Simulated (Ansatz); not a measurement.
## CaZrN2 (R-3m, No. 166, 4 atoms in the cell; start mp-1029267): bulk modulus by level of theory

No measured value is used here.

```
level (code)     value (GPa)  cell (Å³/atom)
---------------  -----------  --------------
LDA (Ansatz)             188           12.67
PBEsol (Ansatz)          175           12.99
r²SCAN (Ansatz)          175           13.27
```

LDA, PBEsol, r²SCAN: the bulk modulus is −V dP/dV from two relaxed cells at ±2 % in volume. LDA, PBEsol, r²SCAN: the relaxation could not lower the start's symmetry, so the cell can be a saddle point above a distorted one. Each level is taken at its own relaxed cell. Cutoffs differ between the levels. Ansatz's density-functional and Hartree–Fock values are scalar-relativistic unless marked +SOC, with PAW data made under PBE.

A start named mp-… is a Materials Project structure, which need not be a measured phase.

Ansatz is a quantum-chemistry and plane-wave program.
